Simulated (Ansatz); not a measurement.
System: SnSe (model structure, started from the zincblende type, F-43m, No. 216, 2 atoms in the cell). Method: PBE in Ansatz (plane waves, PAW).

Run with plane-wave cutoff 520 eV, 16×16×16 k mesh, Fermi–Dirac smearing 0.05 eV, scalar-relativistic PAW data made under PBE.

Cell (relaxed at this level):

SnSe is taken in the cubic space group F-43m (No. 216), the zinc blende structure, Pearson symbol cF8. Conventional cell: a = 6.7778 Å, b = 6.7778 Å, c = 6.7778 Å, α = 90.00°, β = 90.00°, γ = 90.00°. Se on 4c is surrounded by 4 Sn at 2.935 Å (tetrahedral). Sn on 4a is coordinated by 4 Se at 2.935 Å (tetrahedral). (Neighbours: up to the widest gap in distance over summed covalent radii, below 1.35, at either atom; cation-cation and far metal-metal contacts left out.)
(The calculation used a cell of 2 atoms; values per cell refer to that cell.)

**Question.** Predict the band gap, smallest direct gap on the k points sampled and Γ–Γ gap.

**Answer.** 
- band gap = 0.05 eV (under three smearing widths, so not firm)
- smallest direct gap on the k points sampled = 0.68 eV
- Γ–Γ gap = 3.71 eV

Note: the relaxation could raise the start's symmetry but not lower it, so the cell can be a saddle point.

Spin–orbit coupling is not included; it can close the smallest gap of 0.05 eV.

Computed values are for the static lattice.

A model structure was made by putting elements into a prototype or built by hand; it is no filed structure, need not be a known phase, and can be a saddle point held by its symmetry.

Ansatz is a first-principles code.
